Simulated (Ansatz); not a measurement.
Band structure of InSe (P-6m2, 8 atoms in the cell).

```
InSe
1.0
    4.04733     0.00000     0.00000
   -2.02366     3.50509     0.00000
    0.00000     0.00000    18.05206
In Se
4 4
Cartesian
  0.00000   0.00000  10.42308
  0.00000   0.00000   7.62898
  0.00000   2.33673  16.65501
  0.00000   2.33673   1.39705
  2.02367   1.16836  15.39841
  2.02367   1.16836   2.65365
  0.00000   2.33673  11.68004
  0.00000   2.33673   6.37202
```

Level of theory: LDA (PW92), PAW files made with PBE (plane waves; Ansatz, a quantum-chemistry and plane-wave program).

Settings: basis.ecutwfc = 420 eV; kpoints.mp_grid.grid = 5 5 1; hamiltonian.xc = lda; hamiltonian.pseudopotentials = {kind: paw} (the program's default PAW files); scf.occupations.method = fermi_dirac; scf.occupations.width = 0.01 eV; kpoints.band_path.npoints = 8.

The starting cell comes from a database of computed structures (which also holds hypothetical and non-ambient phases and stackings), without a prior relaxation at this level.

Q: Predict the gap along the standard path and the places of the band edges.

A: The gap along the path is 0.50 eV, direct at Γ to within 0.01 eV.

Levels in eV from the top of the valence band on the path, bands 55 to 62:
| point | 55 | 56 | 57 | 58 | 59 | 60 | 61 | 62 |
|---|---|---|---|---|---|---|---|---|
| Γ | -0.98 | -0.93 | -0.93 | 0.00 | 0.50 | 1.35 | 2.05 | 2.10 |
| M | -1.94 | -1.86 | -1.48 | -1.35 | 1.55 | 1.61 | 1.79 | 1.86 |
| K | -1.78 | -1.75 | -1.58 | -1.54 | 2.07 | 2.08 | 2.50 | 2.55 |
| A | -0.95 | -0.95 | -0.61 | -0.60 | 1.03 | 1.04 | 2.08 | 2.09 |
| L | -1.90 | -1.89 | -1.41 | -1.37 | 1.48 | 1.56 | 1.81 | 1.97 |
| H | -1.87 | -1.76 | -1.58 | -1.48 | 2.02 | 2.09 | 2.50 | 2.59 |

Keys are those of Ansatz 0.2.
